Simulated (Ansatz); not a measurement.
BaTiO₃ (R3m, No. 160, 5 atoms in the cell; start mp-5020), treated with HSE06 in Ansatz (plane waves, PAW).

Settings: plane-wave cutoff 460 eV, 6×6×6 k mesh, Fermi–Dirac smearing 0.01 eV, no spin polarisation, scalar-relativistic PAW data made under PBE.

Cell (relaxed with PBEsol):

BaTiO3 has the trigonal space group R3m, hexagonal axes (No. 160), Pearson symbol hR5. Cell: a = b = 5.635 Å, c = 6.925 Å, α = β = 90.00°, γ = 120.00°. Ba on 3a is coordinated by 12 O at 2.757–2.892 Å (cuboctahedral). Ti on 3a is surrounded by 3 O at 1.882 Å and 3 O at 2.115 Å (octahedral). O on 9b is surrounded by 1 Ti at 1.882 Å and 1 Ti at 2.115 Å and 4 Ba at 2.757–2.892 Å (octahedral). (Neighbours: up to the widest gap in distance over summed covalent radii, below 1.35, at either atom; cation-cation and far metal-metal contacts left out.)
(The calculation used a cell of 5 atoms; values per cell refer to that cell.)

Give the computed band gap and smallest direct gap on the k points sampled.


- band gap: 3.81 eV (on the SCF k mesh)
- smallest direct gap on the k points sampled: 4.11 eV

Note: cell and atoms aren't relaxed at this level (largest force component 0.17 eV/Å, pressure 1.0 GPa).

Spin–orbit coupling is not included.

Computed values are for the static lattice.

Cost on a shared machine: very roughly 2.3 core-minutes.

A start named mp-… is a Materials Project structure, which need not be a measured phase.

Ansatz is a first-principles code.
